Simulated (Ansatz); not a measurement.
Band structure of Cu3Au (Pm-3m, 4 atoms in the cell).

```xyz
4
Lattice="3.7096 0.0000 0.0000 0.0000 3.7096 0.0000 0.0000 0.0000 3.7096" Properties=species:S:1:pos:R:3 pbc="T T T"
Cu     0.0000     1.8548     1.8548
Cu     1.8548     0.0000     1.8548
Cu     1.8548     1.8548     0.0000
Au     0.0000     0.0000     0.0000
```

Method: PBE, PAW files (plane waves; Ansatz, a program for electronic structure).

Settings: basis.ecutwfc = 420 eV; kpoints.mp_grid.grid = 9 9 9; hamiltonian.xc = pbe; hamiltonian.pseudopotentials = {kind: paw} (the program's default PAW files); scf.occupations.method = fermi_dirac; scf.occupations.width = 0.1 eV; kpoints.band_path.npoints = 16.

The starting cell comes from a database of computed structures (which also holds hypothetical and non-ambient phases and stackings), without a prior relaxation at this level. Its lattice was rescaled by a random factor within 2.5 % of one. Spin-orbit coupling is off. Spin polarisation is off.

Levels in eV from the Fermi level, bands 35 to 42:
```csv
point,35,36,37,38,39,40,41,42
Γ,-1.39,-1.39,-1.39,1.16,1.16,1.16,6.17,7.75
X,-2.04,-1.98,-1.56,-1.39,5.86,5.86,6.65,6.65
M,-2.30,-2.21,-0.53,-0.53,-0.39,0.36,8.66,9.61
R,-1.62,-1.62,-1.26,-1.21,-1.21,-1.21,2.60,4.27
```

Bands cross the Fermi level along this path, so the cell is metallic at this level.

Keys are those of Ansatz 0.2.
